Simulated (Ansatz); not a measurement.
**A computed series for SiC: response to strain**

The reference is SiC in the wurtzite structure (space group P6_3mc, No. 186; a = 3.076 Å, c = 5.048 Å).

Strains are applied to the cell and any free atomic positions relax.

Level of theory: plane-wave PAW DFT at the PBEsol level (Ansatz, an electronic-structure program, 420 eV), scalar-relativistic without spin-orbit coupling.

Notes on the quantities. pressure: mean of the normal stresses, compression positive; energy relative to the base: free energy F.

| variant | smallest direct gap | pressure | band gap | energy relative to the base | electron mass |
|---|---|---|---|---|---|
| base | 3.86 eV | 0.00 GPa | 2.12 eV | 0 meV/atom | 0.26 mₑ along c, 0.43 mₑ across (at K) |
| isotropic strain +0.60 % | ? | -3.86 GPa | 2.16 eV | ? | 0.26 mₑ along c, 0.43 mₑ across (at K) |
| isotropic strain +1.20 % | 3.79 eV | ? | 2.19 eV | +9.0 meV/atom | 0.26 mₑ along c, 0.44 mₑ across (at K) |
| isotropic strain +1.80 % | 3.75 eV | -10.72 GPa | ? | +20 meV/atom | 0.27 mₑ along c, 0.44 mₑ across (at K) |
| isotropic strain +2.40 % | 3.72 eV | -13.77 GPa | 2.25 eV | +35 meV/atom | 0.27 mₑ along c, 0.45 mₑ across (at K) |
| isotropic strain +3.00 % | 3.69 eV | -16.57 GPa | 2.28 eV | +53 meV/atom | 0.27 mₑ along c, 0.45 mₑ across (at K) |

### Question
What belongs in the blanks?

### Answer

- isotropic strain +0.60 %, smallest direct gap: 3.82 eV
- isotropic strain +0.60 %, energy relative to the base: +2.3 meV/atom
- isotropic strain +1.20 %, pressure: -7.43 GPa
- isotropic strain +1.80 %, band gap: 2.22 eV

Masses are band curvatures over ±0.01 Å⁻¹ around the edge. Whether these cells are dynamically stable was not tested.
